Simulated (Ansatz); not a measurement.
Base system: Al in the fcc (Cu type) structure (space group Fm-3m, No. 225; a = 3.9920 Å).

The values are results of r2SCAN in Ansatz (plane waves to 500 eV, PAW, no spin-orbit coupling), not measurements.

One change was made to it. Results:

```json
[
 {"quantity": "shortest interatomic distance", "base": "2.823 Å", "after": "2.635 Å"},
 {"quantity": "density", "base": "2.82 g/cm³", "after": "3.46 g/cm³"}
]
```

### Question
Which of these changes matches the shifts?
(A) pressure −1 GPa
(B) pressure 30 GPa
(C) pressure 15 GPa

### Answer
B, pressure 30 GPa. For comparison, the shortest interatomic distance in the other runs: pressure −1 GPa gives 2.833 Å; pressure 15 GPa gives 2.709 Å.

Load acts through the strain it causes; cell and atoms are relaxed under it. No phonon test of stability was made. Competing high-pressure phases were not computed.

Ansatz is an electronic-structure program.
